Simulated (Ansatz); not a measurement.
**SiSe2: pressure series**

Base system: SiSe2 (space group Ibam, No. 72; a = 6.3014 Å, b = 9.3016 Å, c = 5.8556 Å; made of chains).

Cell and atoms are relaxed at each pressure.

The values are results of PBEsol (Ansatz, a first-principles code; PAW; 420 eV plane waves; no spin-orbit coupling), not measurements.

Candidates:
(a) pressure 4.5 GPa
(b) pressure 15 GPa
(c) pressure 9 GPa
(d) pressure 30 GPa

For the base:

| Property | Value |
|---|---|
| Band gap | 1.65 eV |

Problem. Order them by band gap, lowest first.

Solution. (d) pressure 30 GPa (zero), (b) pressure 15 GPa (0.46 eV), (c) pressure 9 GPa (0.64 eV), (a) pressure 4.5 GPa (1.01 eV)

The mesh was chosen for an insulator and is coarse for the gapless case. Load acts through the strain it causes; cell and atoms are relaxed under it. Stability against distortions was not tested. No other phases were tried under pressure. All final runs are without spin polarisation. No dispersion term is included in the PBEsol runs. A zero or small gap of SiSe2 under pressure 30 GPa can be the functional's error rather than a property of the material.
